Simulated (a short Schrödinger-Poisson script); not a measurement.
**Symmetric double-gate stack, Si3N4 on p-type Si(100)**

Stack: symmetric double-gate stack, Si3N4 on p-type Si(100), at 400 K.

```tsv
layer	material	thickness (nm)	Na (cm⁻³)
1	Si3N4	1.9	-
2	Si	2	2e18
3	Si3N4	1.9	-
```

The device is made up for the run: typed textbook-type constants, with dimensions and the other settings drawn at random. Si3N4: permittivity 7.5, conduction-band edge (eV) 1.95, gap (eV) 5.1, electron mass (mₑ) 0.5. Si: permittivity 11.7, conduction-band edge (eV) 0, gap (eV) 1.124, Nv at 300 K (cm⁻³) 3.1e19.

Channel valleys (confinement mass, in-plane density-of-states mass, number): Δ2 0.916, 0.19, 2; Δ4 0.19, 0.417, 4. At the gates, both at one voltage, the conduction-band edge of layer 1 lies 2.01 eV − eVg above the Fermi level of the channel. Gaps are held at their typed values at every temperature. Mesh 0.03 nm at interfaces.

From a short Schrödinger-Poisson script (our own, NumPy): 1D Poisson equation in equilibrium, electrons quantum, Hartree (BenDaniel-Duke, 12 states a valley, the channel's in-plane mass for all, wave functions ending at the dielectric), parabolic valleys, classical holes, full ionisation, no traps, pinning or gate leakage.

| Vg (V) | electrons (cm⁻²) | C (μF/cm²) | Δ2 E0 (meV) | Δ2 E1 (meV) | Δ4 E0 (meV) | Δ4 E1 (meV) |
|---|---|---|---|---|---|---|
| -0.25 | 2.55e7 | < 0.003 | 423.1 | 730.4 | 815.2 | - |
| -0.2 | 1.09e8 | < 0.003 | 373.1 | 680.4 | 765.2 | - |
| -0.15 | 4.64e8 | < 0.003 | 323.1 | 630.4 | 715.2 | - |
| -0.1 | 1.98e9 | 0.00931 | 273.2 | 580.5 | 665.3 | - |
| -0.05 | 8.39e9 | 0.0393 | 223.4 | 530.7 | 615.4 | - |
| 0 | 3.50e10 | 0.160 | 174.1 | 481.4 | 566.2 | - |
| 0.05 | 1.36e11 | 0.572 | 126.9 | 434.0 | 518.9 | - |
| 0.1 | 4.43e11 | 1.49 | 85.3 | 392.2 | 477.4 | - |
| 0.15 | 1.08e12 | 2.56 | 52.6 | 358.9 | 444.7 | - |
| 0.2 | 2.00e12 | 3.35 | 28.1 | 333.5 | 420.2 | - |
| 0.25 | 3.13e12 | 3.83 | 9.0 | 313.2 | 401.1 | - |
| 0.3 | 4.37e12 | 4.12 | -6.9 | 296.1 | 385.2 | - |
| 0.35 | 5.69e12 | 4.31 | -20.8 | 281.0 | 371.3 | - |
| 0.4 | 7.06e12 | 4.44 | -33.3 | 267.2 | 358.8 | - |
| 0.45 | 8.46e12 | 4.53 | -45.0 | 254.2 | 347.2 | - |
| 0.5 | 9.88e12 | 4.59 | -56.0 | 241.8 | 336.2 | - |
| 0.55 | 1.13e13 | 4.63 | -66.6 | 229.8 | 325.6 | - |
| 0.6 | 1.28e13 | 4.67 | -76.8 | 218.2 | 315.4 | - |
| 0.65 | 1.42e13 | 4.69 | -86.9 | 206.8 | 305.4 | - |
| 0.7 | 1.57e13 | 4.71 | -96.7 | 195.6 | 295.6 | - |
| 0.75 | 1.72e13 | 4.73 | -106.4 | 184.5 | 285.9 | - |

Subbands count from the Fermi level; a dash marks a level above the dielectric's band edge. The capacitance is that of both gates.
